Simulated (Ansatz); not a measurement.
Effect of uniaxial stress, 3 GPa tension along z on GaAs

The reference is GaAs in the zinc blende structure (space group F-43m, No. 216; a = 5.659 Å). Axes: x, y, z lie along the cube axes.

The change: uniaxial stress, 3 GPa tension along z; all other stress components relax to zero.

Computed with Kohn–Sham DFT with the PBEsol functional, run in Ansatz (a program for electronic structure) with PAW and 420 eV plane waves, scalar-relativistic without spin-orbit coupling. Γ-centred 10×10×10 mesh, Fermi–Dirac width 0.05 eV.

Volume per atom: 22.99 Å³ (base 22.65 Å³)
Shortest interatomic distance: 2.464 Å (base 2.450 Å)
Energy relative to the base (free energy F): +7.4 meV/atom
Band gap: 0.20 eV (base 0.42 eV)
Gap character: direct at Γ (base direct at Γ)
Valence-band top at Γ (three highest levels, from the VBM): 0.00, 0.00, -0.28 eV (base 0.00, 0.00, 0.00 eV)
Valley order (the lowest conduction-band minima on the path, energy above the VBM, named in the base's zone): Γ 0.20 eV; L along [111] 0.75 eV; a point along [010], about 1.0 Å⁻¹ from Γ 1.13 eV; a point along [001], about 1.0 Å⁻¹ from Γ 1.49 eV (base Γ 0.42 eV; L along ⟨111⟩ 0.92 eV; a point along ⟨100⟩, about 1.0 Å⁻¹ from Γ 1.32 eV)
Strain response (xx, yy, zz): (−1.04, −1.04, +3.61) %
Secant Young's modulus along z: 83 GPa
Mean lateral Poisson ratio: 0.29

Final structure:

```yaml
crystal:
  lattice:
    - [0.00000, 2.80020, 2.93175]
    - [2.80020, 0.00000, 2.93175]
    - [2.80020, 2.80020, 0.00000]
  atoms:
    - { symbol: As, position: [0.75000, 0.75000, 0.75000] }
    - { symbol: Ga, position: [0.00000, 0.00000, 0.00000] }
```

Stability under load was not tested beyond the relaxation. The zero or small gap of GaAs under uniaxial stress, 3 GPa tension along z can change with the level of theory. Labels are those of the standard path for the cell's own space group.
